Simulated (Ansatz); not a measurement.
Start from Ta in the bcc (W type) structure (space group Im-3m, No. 229; a = 3.306 Å; relaxed with 0.1 eV smearing). Axes: x, y, z lie along the cube axes.

Structures relaxed with r2SCAN in Ansatz (plane waves to 500 eV, PAW, scalar-relativistic without spin-orbit coupling), earlier PAW set.

Base:

Simulated powder pattern, Mo Kα, λ = 0.71073 Å (kinematic, ideal powder, no thermal factors, no anomalous dispersion; the 10 strongest lines at most, above 2 %, up to 2θ = 40°):

```json
[
 {"2θ (°)": "17.49", "I/Imax (%)": "100", "hkl": "(110)"},
 {"2θ (°)": "24.83", "I/Imax (%)": "20", "hkl": "(200)"},
 {"2θ (°)": "30.53", "I/Imax (%)": "43", "hkl": "(211)"},
 {"2θ (°)": "35.40", "I/Imax (%)": "13", "hkl": "(220)"},
 {"2θ (°)": "39.74", "I/Imax (%)": "18", "hkl": "(310)"}
]
```

After one change:

Simulated powder pattern, Mo Kα, λ = 0.71073 Å (kinematic, ideal powder, no thermal factors, no anomalous dispersion; the 10 strongest lines at most, above 2 %, up to 2θ = 40°):

| 2θ (°) | I/Imax (%) |
|---|---|
| 17.37 | 100 |
| 24.66 | 20 |
| 30.32 | 43 |
| 35.16 | 14 |
| 39.47 | 19 |

Task: Which of these changes matches the shifts?
(A) biaxial strain +2.14 %, plane normal [001], relaxed out of plane
(B) uniaxial strain ε_xx = −1.32 %
(C) isotropic strain +0.66 %
(D) uniaxial strain ε_yy = −2.79 %

Result: C, isotropic strain +0.66 %. Its volume per atom is 18.43 Å³ against 18.07 Å³, and its space group is Im-3m (No. 229).

Whether these cells are dynamically stable was not tested. All final runs are without spin polarisation.

Ansatz is a first-principles code.
